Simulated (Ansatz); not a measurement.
A self-consistent single point of SiTc (P6_3/mmc, 4 atoms in the cell) with Ansatz (a first-principles code).

Computed with PBE (plane waves, PAW; Ansatz).

```yaml
crystal:
  lattice:
    - [4.04028, 0.00000, 0.00000]
    - [-2.02014, 3.49899, 0.00000]
    - [0.00000, 0.00000, 5.63116]
  atoms:
    - { symbol: Tc, position: [0.00000, 0.00000, 0.00000] }
    - { symbol: Tc, position: [0.00000, 0.00000, 0.50000] }
    - { symbol: Si, position: [0.33333, 0.66667, 0.25000] }
    - { symbol: Si, position: [0.66667, 0.33333, 0.75000] }
```

Reference input (self-consistent single point, DFT, PBE, plane waves, default PAW files): basis.ecutwfc = 36.7 Ry; kpoints.mp_grid.grid = 9 9 6; hamiltonian.xc = pbe; hamiltonian.pseudopotentials = {kind: paw} (the program's default PAW files); scf.occupations.method = cold; scf.occupations.width = 0.0073 Ry. This run's input differs from it in these lines:

Ansatz 0.2 input:
```diff
@@ -12,3 +12,3 @@
 basis:
-  ecutwfc: 36.7 Ry
+  ecutwfc: 29.4 Ry
 kpoints:
```

The program printed (abridged):

```
SCF iter   1: F=—  HF=-12066.267223 eV  |F-HF|=—  |Δ(HF+E_count)|=         —  Δρ=3.61e-2  dr2=1.74e0  ethr=3.10e-3  ⟨swp⟩=5.1  Hψ=4386  notcnv=0
all-band conjugate gradients solve this SCF's bands
preconditioner: auto → Kerker (q_TF=auto, 2.412 Å⁻¹)
SCF iter   2: F=—  HF=-12066.000233 eV  |F-HF|=—  |Δ(HF+E_count)|=   2.67e-1  S|Δr|=    0.00e0  Δρ=2.13e-2  dr2=5.95e-1  ethr=3.10e-3  ⟨swp⟩=1.0  Hψ=1488  notcnv=0
   [... lines left out ...]
SCF iter   6: F=—  HF=-12065.850225 eV  |F-HF|=—  |Δ(HF+E_count)|=   7.16e-5  S|Δr|=    0.00e0  Δρ=6.56e-5  dr2=4.06e-6  ethr=4.37e-7  ⟨swp⟩=2.0  Hψ=1561  notcnv=0  defer=4
SCF iter   7: F=—  HF=-12065.850250 eV  |F-HF|=—  |Δ(HF+E_count)|=   2.50e-5  S|Δr|=    0.00e0  Δρ=1.27e-5  dr2=1.46e-7  ethr=1.07e-8  ⟨swp⟩=2.0  Hψ=1614  notcnv=0  defer=4
SCF iter   8: F=-12065.850250 eV  HF=-12065.850250 eV  |F-HF|=1.26e-9  |Δ(HF+E_count)|=   5.64e-8  S|Δr|=    0.00e0  Δρ=4.15e-6  dr2=9.36e-9  ethr=2.63e-10  ⟨swp⟩=5.0  Hψ=3978  notcnv=0
SCF 1 converged in 8 iterations: F = -12065.850250 eV  dr2 = 9.36e-9
Stability not checked (fill_not_monotonic)
Free energy (F): -12065.850250 eV
Internal energy: -12065.860304 eV  (E = F + TS)
E sigma→0 (E₀):  -12065.853602 eV
Entropy (-TS):   0.010054 eV (2.513 meV/atom)
Fermi energy:    10.295875 eV
--- Forces (eV/Å), atoms counted from 1 ---
  atom   1  Tc    -0.00000000     0.00000000    -0.00000000
   [... zero for the other atoms too ...]
--- Stress (GPa, compression-positive) ---
      -25.079284       0.000000       0.000000
       -0.000000     -25.079284      -0.000000
        0.000000      -0.000000     -27.097665
  P = ⅓ Tr σ = -25.7521 GPa (-257.521 kbar)
  The stress holds the Pulay correction. Without it, at fixed plane waves, as pw.x and ABINIT print it: P = -27.6130 GPa
```

The run converged in 8 iterations. Against the reference run the free energy rises by 18.8 meV/atom and the pressure moves little (-25.76 to -25.75 GPa).

The starting cell was generated: these elements placed on a structure prototype, without a prior relaxation; it need not be a known phase or ordering of this composition. Its lattice was rescaled by a random factor within 2.5 % of one. Spin polarisation is off. Ansatz's pressure includes its estimate of the finite-basis (Pulay) stress. Without the estimate this run gives -27.61 GPa. The cutoff lies below the one recommended for these files.
